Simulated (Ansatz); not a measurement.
**Rh: pressure series**

Consider Rh in the fcc (Cu type) structure (space group Fm-3m, No. 225; a = 3.830 Å).

Cell and atoms are relaxed at each pressure.

Method: PBE in Ansatz (plane waves to 420 eV, PAW, spin-orbit coupling left out).

| pressure (GPa) | volume per atom (Å³/atom) |
|---|---|
| -2 | 14.159 |
| -1 | 14.102 |
| 0 | 14.046 |
| 0.9 | 13.998 |
| 2.1 | 13.935 |
| 4.5 | ? |
| 9 | 13.601 |
| 22.5 | 13.063 |
| 30 | 12.811 |

**Question.** Fit the third-order Birch–Murnaghan form P(V) = (3B₀/2)[(V₀/V)^(7/3) − (V₀/V)^(5/3)]·[1 + (3/4)(B₀′ − 4)((V₀/V)^(2/3) − 1)] (squares taken in P) to the rows shown and predict the withheld row.

**Answer.** Least squares on the printed values gives V₀ = 14.047 Å³/atom, B₀ = 257 GPa, B₀′ = 5.1; this predicts 13.813 Å³/atom, and the run gives 13.812 Å³/atom, in agreement.

Measured bulk modulus of Rh: 271 GPa (static lattice; corrected from measurement; as listed in H. Levämäki et al., Physical Review B (2014)); the computed value is 5 % below it.

Load acts through the strain it causes; cell and atoms are relaxed under it. No phonon test of stability was made. No other phases were tried under pressure. All final runs are without spin polarisation.

Ansatz is a quantum-chemistry and plane-wave program.
